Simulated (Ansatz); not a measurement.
## Response to strain in GaN

Take GaN in the zinc blende structure (space group F-43m, No. 216; a = 4.498 Å) as the base. Axes: x, y, z lie along the cube axes.

Strains are applied to the cell and any free atomic positions relax; under biaxial strain the out-of-plane vector relaxes too.

Computed with r2SCAN, PAW, 500 eV (Ansatz, a quantum-chemistry and plane-wave program; no spin-orbit coupling).

Notes on the quantities. energy relative to the base: free energy F.

```json
[
 {"biaxial strain, plane normal [111], relaxed out of plane (%)": "0", "energy relative to the base (meV/atom)": "0.0"},
 {"biaxial strain, plane normal [111], relaxed out of plane (%)": "0.42", "energy relative to the base (meV/atom)": "0.6"},
 {"biaxial strain, plane normal [111], relaxed out of plane (%)": "0.83", "energy relative to the base (meV/atom)": "2.2"},
 {"biaxial strain, plane normal [111], relaxed out of plane (%)": "1.25", "energy relative to the base (meV/atom)": "?"},
 {"biaxial strain, plane normal [111], relaxed out of plane (%)": "1.67", "energy relative to the base (meV/atom)": "8.8"},
 {"biaxial strain, plane normal [111], relaxed out of plane (%)": "2.08", "energy relative to the base (meV/atom)": "13.6"},
 {"biaxial strain, plane normal [111], relaxed out of plane (%)": "2.5", "energy relative to the base (meV/atom)": "19.4"}
]
```

Problem. Fit ΔE = Aε² + Bε³ (ε in %) to the rows shown and predict the withheld row.

Solution. Least squares on the printed values gives A = 3.28 and B = -0.069 meV/atom (largest residual 0.0 meV/atom); this predicts 5.0 meV/atom, and the run gives 5.0 meV/atom, in agreement.

Stability against distortions was not tested. This is not the structure that GaN has at room temperature and ambient pressure.
